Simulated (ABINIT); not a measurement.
Worked example: self-consistent single point of Sc3SnB (Pm-3m, 5 atoms in the cell) in ABINIT.

Method of the run: LDA (PW92), PAW (JTH v2.0 LDA PAW) (plane waves; ABINIT).

The change in words: lattice scaled by 0.98. Reference geometry:
```
Sc3SnB
1.0
    4.66421     0.00000     0.00000
    0.00000     4.66421     0.00000
    0.00000     0.00000     4.66421
Sc Sn B
3 1 1
Direct
  0.50000   0.00000   0.50000
  0.00000   0.50000   0.50000
  0.50000   0.50000   0.00000
  0.00000   0.00000   0.00000
  0.50000   0.50000   0.50000
```

Reference input (self-consistent single point, DFT, LDA (PW92), plane waves, PAW (JTH v2.0 LDA PAW)): pseudos = [Sc.LDA_PW-JTH.xml, Sn.LDA_PW-JTH.xml, B.LDA_PW-JTH.xml]; ecut = 30 Ha; pawecutdg = 60 Ha; pawxcdev = 0; ixc = 7; occopt = 3; tsmear = 0.1 eV; ngkpt = 6 6 6; nshiftk = 1; shiftk = 0 0 0; potentials = JTH v2.0 LDA PAW; nband = 33. This run's input differs from it in these lines:

```diff
@@ -5,5 +5,5 @@
 rprim
-         8.8140775980    0.0000000000    0.0000000000
-         0.0000000000    8.8140775980    0.0000000000
-         0.0000000000    0.0000000000    8.8140775980
+         8.6377963862    0.0000000000    0.0000000000
+         0.0000000000    8.6377963862    0.0000000000
+         0.0000000000    0.0000000000    8.6377963862
 natom 5
@@ -13,7 +13,7 @@
 xcart
-         4.4070387990    0.0000000000    4.4070387990
-         0.0000000000    4.4070387990    4.4070387990
-         4.4070387990    4.4070387990    0.0000000000
+         4.3188981931    0.0000000000    4.3188981931
+         0.0000000000    4.3188981931    4.3188981931
+         4.3188981931    4.3188981931    0.0000000000
          0.0000000000    0.0000000000    0.0000000000
-         4.4070387990    4.4070387990    4.4070387990
+         4.3188981931    4.3188981931    4.3188981931
 ecut 30
```

Output (repeated stretches shortened):

```
--- !BeginCycle
solver: {iscf: 17, nstep: 100, nline: 4, wfoptalg: 10, }
tolerances: {tolvrs: 1.00E-10, }
...

     iter   Etot(hartree)      deltaE(h)  residm     nres2
 ETOT  1  -207.76056020023    -2.078E+02 2.990E+00 1.365E+02
 ETOT  2  -214.71888079928    -6.958E+00 3.451E-01 1.845E+02
 ETOT  3  -214.29814748420     4.207E-01 4.108E-02 5.505E+01
 ETOT  4  -214.16556128993     1.326E-01 2.861E-02 1.497E+01
 ETOT  5  -214.15096983268     1.459E-02 1.107E-02 7.629E+00
   [... 9 lines left out ...]
 ETOT 15  -214.12432312131     5.498E-10 4.319E-04 3.918E-08
 ETOT 16  -214.12432312125     5.826E-11 3.135E-04 2.015E-09
 ETOT 17  -214.12432312125     2.728E-12 2.274E-04 3.668E-10
 ETOT 18  -214.12432312125    -1.478E-12 1.530E-04 4.406E-11
 At SCF step   18       nres2   =  4.41E-11 < tolvrs=  1.00E-10 =>converged.

 Cartesian components of stress tensor (hartree/bohr^3)
  sigma(1 1)=  3.81588016E-05  sigma(3 2)=  0.00000000E+00
  sigma(2 2)=  3.81588016E-05  sigma(3 1)=  0.00000000E+00
  sigma(3 3)=  3.81588016E-05  sigma(2 1)=  0.00000000E+00

 ----iterations are completed or convergence reached----

 reduced coordinates (array xred) for    5 atoms
       0.500000000000      0.000000000000      0.500000000000
       0.000000000000      0.500000000000      0.500000000000
       0.500000000000      0.500000000000      0.000000000000
       0.000000000000      0.000000000000      0.000000000000
       0.500000000000      0.500000000000      0.500000000000
 cartesian forces (eV/Angstrom) at end:
    1     -0.00000000000000    -0.00000000000000    -0.00000000000000
   [... lines left out ...]
 Fermi (or HOMO) energy (hartree) =   0.26460   Average Vxc (hartree)=  -0.38715
 Fermi (or HOMO) energy (eV) =   7.20017   Average Vxc (eV)= -10.53475
   [... lines left out ...]
'-kT*entropy'       : -1.78257053231527E-03
total_energy        : -2.14124322636312E+02
total_energy_eV     : -5.82661913701917E+03
...

-Cartesian components of stress tensor (GPa)         [Pressure= -1.1227E+00 GPa]
- sigma(1 1)=  1.12267051E+00  sigma(3 2)=  0.00000000E+00
- sigma(2 2)=  1.12267051E+00  sigma(3 1)=  0.00000000E+00
- sigma(3 3)=  1.12267051E+00  sigma(2 1)=  0.00000000E+00

 Calculation completed.
```

The run converged in 18 iterations. Against the reference run the free energy goes down by 26.9 meV/atom and the pressure goes from -5.99 to -1.12 GPa.

The starting cell comes from a database of computed structures (which also holds hypothetical and non-ambient phases and stackings), without a prior relaxation at this level. Its lattice was rescaled by a random factor within 2.5 % of one. For this run, on top of that: lattice scaled by 0.98.

Cost on one core of a shared machine: roughly 5 min.
